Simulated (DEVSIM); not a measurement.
illuminated Si n-on-p cell, one wavelength, with a back-surface field

Structure: illuminated Si n-on-p cell, one wavelength, with a back-surface field, at 250 K.

| layer (left to right) | material | thickness (μm) | Nd (cm⁻³) | Na (cm⁻³) | τn (s) | τp (s) | absorption coefficient (cm⁻¹) |
|---|---|---|---|---|---|---|---|
| 1 | Si | 0.270 | 1e19 | - | 3e-7 | 1.6e-7 | 96000 |
| 2 | Si | 120 | - | 1.7e17 | 1.5e-5 | 1.5e-5 | 96000 |
| 3 | Si | 1.10 | - | 2e18 | 1.5e-5 | 1.5e-5 | 96000 |

Left contact: ohmic, minority hole recombination velocity 4000 cm/s. Right contact: ohmic, minority electron recombination velocity 3e5 cm/s. Voltage is applied to the left contact. Recombination: SRH at mid-gap, radiative, Auger. Light enters at the left, 7.9e16 photons cm⁻² s⁻¹, one pass, no reflection. Mobility is constant in doping.

Constants are typed, rounded textbook-type inputs, not results; the design itself was drawn at random and stands for no fabricated device. Values at 300 K; Nc and Nv go as T^1.5, mobilities as T to minus their exponent, the gap by Varshni's rule with the affinity fixed.

| parameter | Si |
|---|---|
| gap (eV) | 1.124 |
| affinity (eV) | 4.05 |
| permittivity | 11.7 |
| Nc (cm⁻³) | 2.86e19 |
| Nv (cm⁻³) | 3.1e19 |
| μn (cm²/Vs) | 1417 |
| μp (cm²/Vs) | 470 |
| T exponent of μn | 2.3 |
| T exponent of μp | 2.2 |
| B (cm³/s) | 4.7e-15 |
| Cn (cm⁶/s) | 2.8e-31 |
| Cp (cm⁶/s) | 9.9e-32 |
| Varshni α (eV/K) | 0.000473 |
| Varshni β (K) | 636 |

DEVSIM, 1D drift-diffusion, Boltzmann statistics, complete ionisation; no tunnelling, impact ionisation, image-force lowering or self-heating.

```
Property                                                   Value
---------------------------------------------------  -----------
Potential step across the device at zero bias            1.066 V
Dark forward voltage at 1 A/cm²                          0.827 V
Dark forward voltage at 100 A/cm²                        0.938 V
Short-circuit current                                12.5 mA/cm²
Open-circuit voltage                                     0.733 V
Fill factor                                                 0.87
Largest power                                        8.00 mW/cm²
Share of generated pairs collected at short circuit        0.990
```

Dark forward current:

```json
[
 {"V (V)": "-0.40", "J (A/cm²)": "-5.2e-9"},
 {"V (V)": "-0.45", "J (A/cm²)": "-3.4e-8"},
 {"V (V)": "-0.50", "J (A/cm²)": "-2.9e-7"},
 {"V (V)": "-0.55", "J (A/cm²)": "-2.7e-6"},
 {"V (V)": "-0.60", "J (A/cm²)": "-2.7e-5"},
 {"V (V)": "-0.65", "J (A/cm²)": "-0.00027"},
 {"V (V)": "-0.70", "J (A/cm²)": "-0.0027"},
 {"V (V)": "-0.75", "J (A/cm²)": "-0.028"},
 {"V (V)": "-0.80", "J (A/cm²)": "-0.28"},
 {"V (V)": "-0.85", "J (A/cm²)": "-2.8"},
 {"V (V)": "-0.90", "J (A/cm²)": "-25"},
 {"V (V)": "-0.95", "J (A/cm²)": "-160"},
 {"V (V)": "-1.00", "J (A/cm²)": "-640"},
 {"V (V)": "-1.05", "J (A/cm²)": "-1700"},
 {"V (V)": "-1.10", "J (A/cm²)": "-3200"}
]
```

Current under light (generator sign):

```json
[
 {"V (V)": "0.00", "J (mA/cm²)": "12.5"},
 {"V (V)": "0.10", "J (mA/cm²)": "12.5"},
 {"V (V)": "0.22", "J (mA/cm²)": "12.5"},
 {"V (V)": "0.34", "J (mA/cm²)": "12.5"},
 {"V (V)": "0.46", "J (mA/cm²)": "12.5"},
 {"V (V)": "0.58", "J (mA/cm²)": "12.5"},
 {"V (V)": "0.60", "J (mA/cm²)": "12.5"},
 {"V (V)": "0.62", "J (mA/cm²)": "12.5"},
 {"V (V)": "0.64", "J (mA/cm²)": "12.4"},
 {"V (V)": "0.66", "J (mA/cm²)": "12.1"},
 {"V (V)": "0.68", "J (mA/cm²)": "11.4"},
 {"V (V)": "0.70", "J (mA/cm²)": "9.79"},
 {"V (V)": "0.72", "J (mA/cm²)": "5.61"},
 {"V (V)": "0.74", "J (mA/cm²)": "-4.99"}
]
```
